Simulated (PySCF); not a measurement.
PySCF 2.14.0, B3LYP/def2-svpd, df: Sn(F)2(Br)(OMe) (C[O][Sn]([F])([F])[Br]), 9 atoms. The geometry is a generated start, not checked to be a minimum at this level.

```
Item                                                 Value
-------------------------  -------------------------------
task                                                energy
method                                               b3lyp
basis                                            def2-svpd
two-electron scheme                        density fitting
mol.max_memory                                     3000 MB
mf.max_cycle                                           100
mf.init_guess                              minao (default)
mf.DIIS                                    CDIIS (default)
mf.diis_space                                  8 (default)
mf.conv_tol                                1e-09 (default)
mf.grids.level                                 3 (default)
effective core potentials  those of the basis set, past Kr
basis functions                                        186
grid points                                         128536
```

```xyz
9

C     -1.5753    -0.0937     0.0300
O     -0.5597     0.7916    -0.3148
Sn     1.4154     0.2659    -0.1393
F      2.0069    -0.8029    -1.7337
F      2.6178     1.8605    -0.0931
Br     1.7401    -1.1447     1.8989
H     -1.6514    -0.9419    -0.6551
H     -1.5081    -0.4443     1.0662
H     -2.4857     0.5095    -0.0591
```

One run each on 2 threads, 1 BLAS thread. Values of level_shift (Hartree) tried: 0 (default), 0.1, 0.3, 1.

Problem. Which value of level_shift (Hartree) needs the fewest Fock builds, and what happens away from it?

Solution. Fewest Fock builds, within one of each other: 0 (default) with 17, 0.1 with 18. The count rises to 60 at 1. All converge to one solution.

| level_shift (Hartree) | Fock builds | end |
|---|---|---|
| 0 (default) | 17 | same solution |
| 0.1 | 18 | same solution |
| 0.3 | 23 | same solution |
| 1 | 60 | same solution |
